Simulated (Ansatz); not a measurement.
The starting structures come from a database of crystals and need not be the phases stable at ambient conditions.

By LDA and PBEsol, the system below comes out a metal.

Here is the system:

```yaml
crystal:
  lattice:
    - [3.38244, 0.00000, 0.00000]
    - [0.00000, 3.90932, 0.00000]
    - [1.69122, 1.95466, 2.10787]
  atoms:
    - { symbol: Sn, position: [0.00000, 0.00000, 0.00000] }
```

Space group of this cell: Immm. The cell is taken as given; by PBEsol its mean pressure is -2.6 GPa.

The current runs along the normal of the first two printed vectors. All runs by Ansatz (a program for electronic structure), plane waves and PAW, without spin-orbit coupling; the base is PBEsol.

| run | mean pressure (GPa) | G/A, both spins (10¹⁵ S/m²) |
|---|---|---|
| base | -2.6 | 1.17 |
| all lengths scaled by 0.98 | 0.3 | 1.23 |
| all lengths scaled by 1.02 | -4.8 | 1.12 |
| lda in place of pbesol | -3.9 | 1.17 |
| lengths across the current scaled by 0.98, ions clamped | -0.7 | ? |
| lengths across the current scaled by 1.02, ions clamped | -4.2 | ? |
| lengths along the current scaled by 0.97, ions clamped | -1.4 | ? |
| lengths along the current scaled by 1.03, ions clamped | -3.7 | 1.14 |

**Question.** Some entries are withheld; supply them.

**Answer.** 
- lengths across the current scaled by 0.98, ions clamped, G/A, both spins (10¹⁵ S/m²): 1.21
- lengths across the current scaled by 1.02, ions clamped, G/A, both spins (10¹⁵ S/m²): 1.13
- lengths along the current scaled by 0.97, ions clamped, G/A, both spins (10¹⁵ S/m²): 1.20
